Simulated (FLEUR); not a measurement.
A self-consistent single point of TiO2 (I4_1/amd, 6 atoms in the cell) with FLEUR.

Method: PBE, all-electron FLAPW (FLEUR), scalar-relativistic valence.

```xyz
6
Lattice="-1.9094 1.9094 4.8537 1.9094 -1.9094 4.8537 1.9094 1.9094 -4.8537" Properties=species:S:1:pos:R:3 pbc="T T T"
Ti     0.0000     0.0000     0.0000
Ti     0.0000     1.9094     2.4268
O      0.0000     1.9094     4.4377
O      0.0000     0.0000     2.0109
O      0.0000     0.0000     7.6965
O      0.0000     1.9094     0.4160
```

Reference input (self-consistent single point, DFT, PBE, all-electron FLAPW (FLEUR), scalar-relativistic valence): Kmax = 4.7 1/bohr; GmaxXC = 18.8 1/bohr; xcFunctional = pbe; jspins = 1; l_soc = F; mode = hist; fermiSmearingEnergy = 0.00183747 Htr; mesh (inpgen div1-3) = 8 8 8; inpgen gamma flag = true; Gmax = 18.8 1/bohr; numbands = 0; maxIterBroyd = 15. This run's input differs from it in these lines:

```diff
@@ -18,3 +18,3 @@
 &comp jspins=1 /
-&kpt div1=8 div2=8 div3=8 gamma=t /
+&kpt div1=5 div2=5 div3=5 /
 &end /
```

The program printed (abridged):

```
 Iteration:     1   Distance:      32.51567667 me/bohr^3
 Iteration:     2   Distance:      27.34669831 me/bohr^3
 Iteration:     3   Distance:      11.48386997 me/bohr^3
 Iteration:     4   Distance:      13.69789537 me/bohr^3
 Iteration:     5   Distance:       2.92561703 me/bohr^3
   [... 10 lines left out ...]
 Iteration:    16   Distance:       0.00007057 me/bohr^3
 Iteration:    17   Distance:       0.00005594 me/bohr^3
 Iteration:    18   Distance:       0.00001049 me/bohr^3
 Iteration:    19   Distance:       0.00000908 me/bohr^3
 Reset of history
 Run finished successfully
 Stop message:
   Structural relaxation: new displacements generated

[file out, last iteration]
             iter=     20
[...]
          total density-effective poten   -3.1746859138E+03
          total charge density-energy d   -1.1846791306E+02
 Updated energy parameters for spin:           1
[...]
 fermi energy and band-weighting factors:

[...]
FERMIE:
          first approx. to ef    (T=0)  :   0.180801 htr   (energy of the highest occ. eigenvalue)
          number of occ. states  (T=0)  :        432
          first approx. to seigv (T=0)  : -20.999437 htr
          sum of weights of occ. states :  24.000000
          sum of semicore charge        :   0.000000 e
FERHIS:  Fermi-Energy by histogram:
          bandgap                     :   0.076660 htr
   [... lines left out ...]
          charge neutrality (T=0)     :   0.000000    (zero if the highest occ. eigenvalue is "entirely" occupied)
 Direct bandgap for spin            1 :    8.8242380408135451E-002  Htr
 ---->    free energy=                     -2008.9698002098 htr
   [... lines left out ...]
      extrapolation for T->0
 ---->    total electron energy=           -2008.9698002098 htr
 ***** TOTAL FORCES ON ATOMS *****
 TOTAL FORCE FOR ATOM TYPE=  1  X= -1.804   Y=  0.000   Z=  2.293
                       FX_TOT= 0.000000 FY_TOT= 0.000000 FZ_TOT= 0.000000
 TOTAL FORCE FOR ATOM TYPE=  2  X=  1.804   Y=  0.000   Z=  1.507
                       FX_TOT= 0.000000 FY_TOT= 0.000000 FZ_TOT=-0.003137
```

The run converged in 19 iterations. FLEUR gives forces in its relaxation mode, with a further iteration, so its stop message speaks of a relaxation. Against the reference run the free energy is nearly the same (within 1 meV/atom), the largest force moves little (0.158 to 0.161 eV/Å) and the gap on the mesh goes from 2.105 to 2.086 eV.

The starting cell comes from a database of computed structures (which also holds hypothetical and non-ambient phases and stackings), without a prior relaxation at this level. Its lattice was rescaled by a random factor within 2.5 % of one. Values depend on the basis (sphere radii, cutoffs, local orbitals), which need not be converged.

Cost on one core of a shared machine: roughly 4 min.
